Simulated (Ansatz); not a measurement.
AlB2-type HfB2, treated with rVV10 (Ansatz, a program for electronic structure, PAW).

Settings: plane-wave cutoff 520 eV, 24×24×16 k mesh (along the axes of the cell as run), Fermi–Dirac smearing 0.05 eV, scalar-relativistic PAW data made under PBE.

Equation-of-state points:

```
V (Å³/atom)  E − E_lowest (meV/atom)  P (GPa)
-----------  -----------------------  -------
9.621                          13.17    10.89
9.821                           3.18     5.17
10.021                          0.00     0.00
10.222                          2.98    -4.69
10.422                         11.55    -8.93
```

Question: Fit the third-order Birch–Murnaghan equation and give B0 and B′.

Answer: V0 = 10.021 Å³/atom, B0 = 246 GPa, B′ = 4.0 (fit to the energies at full precision).

Shape and atoms are relaxed at each volume.

Measured, for comparison: bulk modulus 282 GPa (room temperature, not corrected to a static lattice, hydrostatic curve from radial diffraction; as tabulated in Experimental and computational studies of compression and deformation behavior …); equilibrium volume per atom 9.91 Å³/atom (room temperature, not corrected to a static lattice; as tabulated in Burrage et al. (2022), doi:10.3390/ma15082762). Computed (rounded) less measured: bulk modulus -13 %, equilibrium volume per atom +1.1 %.

Note: the bulk modulus comes from volumes at which shape and atoms were relaxed.

Spin–orbit coupling is not included.
